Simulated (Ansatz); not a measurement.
Consider interstitial N in 4H silicon carbide, charge state -1. Level of theory: PBE, PAW (plane waves to 420 eV; Ansatz, a first-principles code).

Settings: 72 host sites, the relaxed PBE lattice, the Γ point alone, smearing 0.01 eV, spin-restricted, no image-charge correction. Static, classical nuclei. The charge state is imposed; whether it is stable for some Fermi level was not computed. Sites that were not tried may lie lower. The order of the sites in energy changes with the mesh.

Barriers: single points on a 2×2×2 k-point mesh shifted by half a step along c at the bands' geometries (they differ from the bands' own by up to 0.30 eV, and are uncertain by about as much).

The step: N moves alone to another site. Atoms about the jump, Cartesian Å from the middle of the jump, before and after:

```csv
atom,x0,y0,z0,x1,y1,z1
N1,0.35,-0.61,0.00,-0.35,0.61,0.00
C2,0.95,0.69,-0.27,1.07,0.47,-0.27
Si3,-1.17,-0.80,0.64,-1.28,-0.61,0.64
Si4,2.10,-0.59,0.51,2.21,-0.60,0.56
Si5,0.58,2.21,0.56,0.54,2.11,0.51
C6,-1.04,-0.60,2.51,-1.04,-0.60,2.51
C7,2.09,-0.56,2.43,2.10,-0.59,2.46
C8,0.54,2.11,2.46,0.56,2.09,2.43
Si9,0.55,-1.46,3.06,0.54,-1.47,3.07
Si10,-1.00,1.21,3.07,-0.99,1.21,3.06
C11,-1.07,-2.53,-0.06,-1.00,-2.31,-0.06
C12,-2.50,0.29,-0.06,-2.72,0.34,-0.06
Si13,0.65,0.41,-2.05,0.68,0.36,-2.05
C14,2.16,-2.41,-0.09,2.11,-2.36,-0.08
C15,-0.99,3.01,-0.08,-1.01,3.07,-0.09
```

Where do these atoms stand at the saddle point, and how high is it?


```csv
atom,x,y,z
N1,0.17,0.10,0.69
C2,0.99,0.57,-0.38
Si3,-1.24,-0.72,0.71
Si4,2.14,-0.51,0.53
Si5,0.62,2.12,0.53
C6,-1.12,-0.64,2.59
C7,2.12,-0.55,2.44
C8,0.58,2.12,2.44
Si9,0.53,-1.44,3.03
Si10,-0.99,1.19,3.03
C11,-1.03,-2.39,-0.07
C12,-2.58,0.31,-0.07
Si13,0.63,0.37,-2.15
C14,2.09,-2.32,-0.10
C15,-0.97,2.97,-0.10
```
It lies 0.42 eV above the start and 0.42 eV above the end. The program found a first-order saddle point.
